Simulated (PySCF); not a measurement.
PySCF 2.14.0, unrestricted HF/def2-svpd, df: 1,3-disilacyclobutane anion (C1[SiH2]C[SiH2]1), charge -1, multiplicity 2, 12 atoms. The geometry is a generated start, not checked to be a minimum at this level.

```
Item                          Result
-------------------  ---------------
task                          energy
method                            hf
basis                      def2-svpd
two-electron scheme  density fitting
mol.max_memory               3000 MB
mf.max_cycle                     100
mf.init_guess        minao (default)
mf.DIIS              CDIIS (default)
mf.diis_space            8 (default)
mf.conv_tol          1e-09 (default)
basis functions                  152
```

```xyz
12

C      0.2625     0.3534     1.2529
Si     1.3465    -0.2460    -0.2141
C     -0.2682    -0.3921    -1.2401
Si    -1.3420     0.2780     0.2030
H      0.5139     1.3393     1.6357
H      0.2646    -0.3159     2.1103
H      2.2896     0.7588    -0.7139
H      2.0557    -1.5087     0.0134
H     -0.2912     0.2062    -2.1479
H     -0.5138    -1.4087    -1.5408
H     -1.9529     1.5848    -0.0565
H     -2.3647    -0.6491     0.6980
```

Charge -1 and multiplicity 2 are set for this test and not shown to be the ground state.

One run each on 2 threads, 1 BLAS thread. Values of level_shift (Hartree) tried: 0 (default), 0.1, 0.3, 1.

**Question.** Predict the course of the Fock builds along this series.

**Answer.** Fewest Fock builds: 0 (default) with 25. The count rises to 72 at 0.3. The run ends without SCF convergence in 100 cycles at 1.

```tsv
level_shift (Hartree)	Fock builds	end
0 (default)	25	same solution
0.1	42	same solution
0.3	72	same solution
1	101	no convergence
```
